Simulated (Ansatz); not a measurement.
Consider Cu in the fcc (Cu type) structure (space group Fm-3m, No. 225; a = 3.630 Å; relaxed with 0.1 eV smearing).

All numbers come from Ansatz (a first-principles code) PBE, without spin-orbit coupling.

Strains are applied to the cell and any free atomic positions relax.

One change was made to it. Results:

The pressure goes from zero to -5.6 GPa; the energy rises by 10 meV/atom.

Problem. Which change produced these results?
A) isotropic strain +1.50 %
B) isotropic strain +1.00 %
C) isotropic strain +2.00 %
D) isotropic strain −1.00 %
E) isotropic strain +0.50 %

Solution. A, isotropic strain +1.50 %. For comparison, the energy relative to the base in the other runs: isotropic strain +0.50 % gives +1.2 meV/atom; isotropic strain +2.00 % gives +17 meV/atom; isotropic strain +1.00 % gives +4.5 meV/atom; isotropic strain −1.00 % gives +4.9 meV/atom.

Whether these cells are dynamically stable was not tested. All final runs are without spin polarisation.
